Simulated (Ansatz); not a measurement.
Given:

```
CELL_PARAMETERS angstrom
      2.61814     0.00000     0.00000
      1.30907     2.26737     0.00000
      0.00000     0.00000     4.21277
ATOMIC_POSITIONS crystal
  B  0.66667 0.66667 0.00000
  B  0.33333 0.33333 0.50000
  N  0.66667 0.66667 0.62520
  N  0.33333 0.33333 0.12520
```

No spin polarisation.

Level of theory: Kohn–Sham DFT with the PBE functional, run in Ansatz (a quantum-chemistry and plane-wave program) with PAW and 420 eV plane waves, no spin-orbit coupling. Settings: 15×15×8 k-points, 0.05 eV Fermi–Dirac smearing.

Task: Predict the electron mass, pressure, valence-band top at Γ and gap character.

Result: 
- Electron mass = 0.31 mₑ out of plane, 0.52 mₑ in plane (at K)
- Pressure (mean of the normal stresses, compression positive) = -15.41 GPa
- Valence-band top at Γ (three highest levels, from the VBM) = 0.00, 0.00, -0.18 eV
- Gap character = indirect, Γ → K

The cells carry an imposed strain or load. Effective masses come from finite differences of ±0.01 Å⁻¹. Stability against distortions was not tested. The cell was made from BN in the wurtzite structure (space group P6_3mc, No. 186) by this change: biaxial strain +2.49 %, plane normal [001], relaxed out of plane.
